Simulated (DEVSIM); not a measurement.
Device: abrupt Si n-p junction, at 300 K.

```csv
layer (left to right),material,thickness (μm),Nd (cm⁻³),Na (cm⁻³),τn (s),τp (s)
1,Si,2.20,1.3e16,-,0.00019,0.00019
2,Si,32.0,-,6.1e17,0.00019,0.00019
```

Left contact: ohmic. Right contact: ohmic. Voltage is applied to the left contact. Recombination: SRH at mid-gap, radiative. Mobility is μmin + (μ − μmin)/(1 + (N/Nref)^α).

Constants are typed, rounded textbook-type inputs, not results; the design itself was drawn at random and stands for no fabricated device. Values at 300 K.

```tsv
parameter	Si
gap (eV)	1.124
affinity (eV)	4.05
permittivity	11.7
Nc (cm⁻³)	2.86e19
Nv (cm⁻³)	3.1e19
μn (cm²/Vs)	1417
μp (cm²/Vs)	470
μn,min	52
μp,min	45
Nref,n	9.7e16
Nref,p	2.2e17
αn	0.68
αp	0.72
B (cm³/s)	4.7e-15
```

Simulated with DEVSIM: 1D drift-diffusion, Boltzmann statistics, complete ionisation; no tunnelling, impact ionisation, image-force lowering or self-heating.

The doping Nd of layer 1 was swept, all else fixed.

```csv
doping Nd of layer 1 (cm^-3),potential step across the device at zero bias (V),dark forward voltage at 100 A/cm² (V),dark forward voltage at 1 A/cm² (V),largest field in the device at zero bias (V/cm)
3.9e14,0.733,0.704,0.509,43000
1.3e15,0.764,0.714,0.540,44000
3.9e15,0.792,0.729,0.570,49000
1.3e16,0.823,0.749,0.603,63000
3.9e16,0.852,0.779,0.635,97000
1.3e17,0.883,0.812,0.672,170000
3.9e17,0.911,0.844,0.708,250000
```

From the first row to the last the potential step across the device at zero bias goes from 0.733 to 0.911. From the first row to the last the dark forward voltage at 100 A/cm² goes from 0.704 to 0.844.
